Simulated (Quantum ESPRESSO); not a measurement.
Worked example: relaxation of the atoms of SiTe₂ (P1, 3 atoms in the cell) in Quantum ESPRESSO.

Method: PBEsol, GBRV 1.5 ultrasoft (PBESOL) pseudopotentials (plane waves; Quantum ESPRESSO 7.5).

Input:

```fortran
&CONTROL
   calculation = 'relax'
   prefix = 'pwscf'
   outdir = './work'
   pseudo_dir = './'
   verbosity = 'high'
   forc_conv_thr = 1.2e-03
/
&SYSTEM
   ibrav = 0
   celldm(1) = 7.1818474449
   nat = 3
   ntyp = 2
   ecutwfc = 40
   ecutrho = 200
   occupations = 'smearing'
   smearing = 'marzari-vanderbilt'
   degauss = 0.0036749
/
&ELECTRONS
   conv_thr = 1.0e-11
/
&IONS
/
ATOMIC_SPECIES
Si    28.0850  si_pbesol_v1.uspp.F.UPF
Te   127.6000  te_pbesol_v1.uspp.F.UPF
ATOMIC_POSITIONS {alat}
Si   -0.0003945000    0.0129133065   -0.0023712019
Te   -0.0021190000    0.5848495489    1.4540515346
Te    0.5025145000    0.2682626625    0.4110095659
K_POINTS {automatic}
8 8 4  0 0 0
CELL_PARAMETERS {alat}
   1.0000000000     0.0000000000     0.0000000000
  -0.5000000000     0.8660255179     0.0000000000
   0.0000000000     0.0000000000     1.8626880359
```

Log, with long lists cut:

```
     Self-consistent Calculation

     iteration #  1     ecut=    40.00 Ry     beta= 0.70

---- Real-time Memory Report at c_bands before calling an iterative solver
           135 MiB given to the printing process from OS
            88 MiB allocation reported by mallinfo(arena+hblkhd)
------------------

     Threshold (ethr) on eigenvalues was too large:
     Diagonalizing with lowered threshold

---- Real-time Memory Report at c_bands before calling an iterative solver
           200 MiB given to the printing process from OS
            95 MiB allocation reported by mallinfo(arena+hblkhd)
------------------

   [... lines left out ...]

---- Real-time Memory Report at c_bands before calling an iterative solver
           209 MiB given to the printing process from OS
           105 MiB allocation reported by mallinfo(arena+hblkhd)
------------------

     total energy              =     -62.42009733 Ry
     estimated scf accuracy    <          1.5E-11 Ry

     iteration # 12     ecut=    40.00 Ry     beta= 0.70

---- Real-time Memory Report at c_bands before calling an iterative solver
           209 MiB given to the printing process from OS
           105 MiB allocation reported by mallinfo(arena+hblkhd)
------------------
     End of self-consistent calculation

     the Fermi energy is     5.4943 ev

!    total energy              =     -62.42009733 Ry
     estimated scf accuracy    <          2.7E-13 Ry
     smearing contrib. (-TS)   =       0.00002351 Ry
     internal energy E=F+TS    =     -62.42012085 Ry

     convergence has been achieved in  12 iterations

     Forces acting on atoms (cartesian axes, Ry/au):

     atom    1 type  1   force =     0.00086365   -0.01133348    0.00193421
     atom    2 type  2   force =     0.00091410    0.00019739   -0.02536701
     atom    3 type  2   force =    -0.00177775    0.01113609    0.02343280

     Total force =     0.038126     Total SCF correction =     0.000001

     BFGS Geometry Optimization
     Energy error            =      1.5E-03 Ry
     Gradient error          =      2.5E-02 Ry/Bohr

   [... lines left out ...]
     the Fermi energy is     5.5571 ev
!    total energy              =     -62.42410196 Ry
     Total force =     0.002251     Total SCF correction =     0.000000
     the Fermi energy is     5.5525 ev
!    total energy              =     -62.42411202 Ry
     Total force =     0.001473     Total SCF correction =     0.000000
     bfgs converged in  10 scf cycles and   9 bfgs steps
   [... lines left out ...]

     End of BFGS Geometry Optimization

     Final energy             =     -62.4241120202 Ry

     File ./work/pwscf.bfgs deleted, as requested
Begin final coordinates

ATOMIC_POSITIONS (alat)
Si               0.0000445206       -0.0011719566        0.0003043060
Te              -0.0000626896        0.5786571386        1.4370977853
Te               0.5000191689        0.2885403358        0.4252878073
End final coordinates

   JOB DONE.
```

The run converged. 

Summary of the result:
```
Item                                         Value
------------------------------------  ------------
Free energy E − TS                    -849.3233 eV
Fermi level (on the code's own zero)       5.55 eV
Largest force (vector length)           0.028 eV/Å
Relaxation steps                                 9
```

The starting cell comes from a database of computed structures (which also holds hypothetical and non-ambient phases and stackings), without a prior relaxation at this level. Its atoms were displaced at random from the sites of space group no. 164. For this run, on top of that: atoms moved at random. The run gives no clean gap (levels at the Fermi energy touch, overlap or are partly filled at this smearing), which alone does not show that the compound is a metal.

Cost on one core of a shared machine: roughly 10 min.
